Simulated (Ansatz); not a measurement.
# Ti2AlC, element substitutions

Base system: Ti2AlC (space group P6_3/mmc, No. 194; a = 3.037 Å, c = 13.638 Å; a cell from a computed database, its experimental status unchecked).

Each row replaces one element on all its sites; cell and atoms are relaxed.

Method: DFT with PBEsol, PAW potentials and a 420 eV plane-wave cutoff in Ansatz (a program for electronic structure), no spin-orbit coupling.

```
change      density  c/a ratio
-------  ----------  ---------
base     4.11 g/cm³      4.490
C → P    3.90 g/cm³      4.156
Al → In  6.30 g/cm³      4.515
C → Ge   4.64 g/cm³      4.190
```

Stability against distortions was not tested. As relaxed here, Ti2AlP and Ti2AlGe are hypothetical phases, not in the database extracts checked. For Ti2InC in this form, whether it has been made was not checked. All final runs are without spin polarisation.
